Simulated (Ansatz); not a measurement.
Take GaN in the zinc blende structure (space group F-43m, No. 216) as the base.

```
GaN
1.0
    0.00000     2.24896     2.24896
    2.24896     0.00000     2.24896
    2.24896     2.24896     0.00000
N Ga
1 1
Direct
  0.75000   0.75000   0.75000
  0.00000   0.00000   0.00000
```

Calculations: r2SCAN in Ansatz (plane waves to 500 eV, PAW, no spin-orbit coupling).

For the base:

```
Property               Result
-------------  --------------
Electron mass  0.17 mₑ (at Γ)
Band gap              2.17 eV
Gap character     direct at Γ
Density            6.11 g/cm³
```

Now apply this change: every Ga is replaced by Al; the structure is relaxed again.

### Question
What happens to the electron mass?

### Answer
The electron mass changes from 0.17 mₑ (at Γ) to 0.51 mₑ along k, 0.33 mₑ across (at X).

### Question
What happens to the band gap?

### Answer
The band gap goes up by 1.77 eV, from 2.17 eV to 3.94 eV.

### Question
What happens to the gap character?

### Answer
The gap character goes from direct at Γ to indirect, Γ → X.

### Question
What does the calculation give for the density after the change?

### Answer
The density drops by 2.85 g/cm³, from 6.11 g/cm³ to 3.26 g/cm³.

Effective masses come from finite differences of ±0.01 Å⁻¹. Along k means along the line from Γ to the band edge. Whether these cells are dynamically stable was not tested. This is not the structure that AlN has at room temperature and ambient pressure. This is not the structure that GaN has at room temperature and ambient pressure.

Ansatz is a first-principles code.
